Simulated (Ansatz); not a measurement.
Amorphous cells of 8 compositions: the gap between the highest filled and lowest empty level at the zone centre, by PBE and by a single point of HSE06 on the same geometry (PBE, scalar-relativistic without spin-orbit coupling (plane waves to 420 eV, PAW; Ansatz, an electronic-structure program); exact exchange cut at the cells' faces). The networks come from melt-quench runs on the CHGNet potential at compositions and starting densities chosen by hand, with anions pushed apart in the CHGNet dynamics, and DFT then relaxed them. The cells are small and were quenched far faster than real films, so single cells scatter. Defect or tail levels can set these gaps. The rows are the first to finish with both values and no moments.

```tsv
cell	PBE gap x (eV)	HSE06 gap y (eV)
A (In9Ga9Zn9O38Sn, 5.91 g/cm3)	0.73	2.28
B (In9Ga9Zn9O38Si, 5.71 g/cm3)	0.86	2.40
C (In9Ga9Zn9O38Ti, 5.79 g/cm3)	0.94	2.56
D (Hf18O39Al2, 8.69 g/cm3)	3.70	withheld
E (Hf18O35F2, 8.88 g/cm3)	3.94	5.50
F (Hf18O39La2, 8.65 g/cm3)	4.05	5.57
G (Si24O47F2, 2.21 g/cm3)	5.13	6.96
H (Si24O47Cl2, 2.21 g/cm3)	5.41	7.07
```

Question: Fit a straight line through the 7 full rows and predict the withheld value for D (Hf18O39Al2, 8.69 g/cm3).

Answer: Means: x = 3.009, y = 4.620. Slope = Σ(Δx Δy) / Σ(Δx²) = 27.02 / 26.31 = 1.03; the r.m.s. residual is 0.085. Prediction: 4.620 + 1.03 × (3.70 − 3.009) = 5.33. The run gave 5.23, 0.10 below the line.
